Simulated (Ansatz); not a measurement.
K under a change: x(Cs) = 0.5, 4 atoms, Imma

Base system: K in the bcc (W type) structure (space group Im-3m, No. 229; a = 5.212 Å).

The other end (x = 1) is Cs in the bcc (W type) structure (space group Im-3m, No. 229): 108.14 Å³/atom, gap zero.

One thing is altered: a fraction x = 0.5 of the K sites is given to Cs, ordered in a cell of 4 atoms (starting symmetry Imma) and fully relaxed.

Calculations: PBEsol (Ansatz, a quantum-chemistry and plane-wave program; PAW; 420 eV plane waves; no spin-orbit coupling), earlier PAW set. k-mesh 10×10×10 (Γ-centred); smearing 0.05 eV (Fermi–Dirac), for the changed cell.

| quantity | base | changed | shift |
|---|---|---|---|
| volume per atom | 70.81 Å³ | 88.32 Å³ | +17.516 Å³ |
| density | 0.92 g/cm³ | 1.62 g/cm³ | +0.70 g/cm³ |
| band gap | zero | zero | – |
| mixing energy (to 0.01 eV only: unlike meshes or grids) | – | 0.00 eV/atom | – |
| deviation of the volume from the linear (Vegard-type) interpolation | – | -1.3 % | – |

Final structure:

```yaml
crystal:
  lattice:
    - [-2.73049, 4.01823, 8.05007]
    - [2.73049, -4.01823, 8.05007]
    - [2.73049, 4.01823, -8.05007]
  atoms:
    - { symbol: K, position: [0.38958, 0.13958, 0.25000] }
    - { symbol: Cs, position: [0.86383, 0.61383, 0.25000] }
    - { symbol: Cs, position: [0.13617, 0.38617, 0.75000] }
    - { symbol: K, position: [0.61042, 0.86042, 0.75000] }
```

Cost of the whole job for the changed cell (relaxation, final SCF and bands): about 24 core-minutes (a rough figure).

These are small ordered cells, not random alloys; other orderings at the same x differ. Stability against distortions was not tested. The final runs are not spin-polarised.
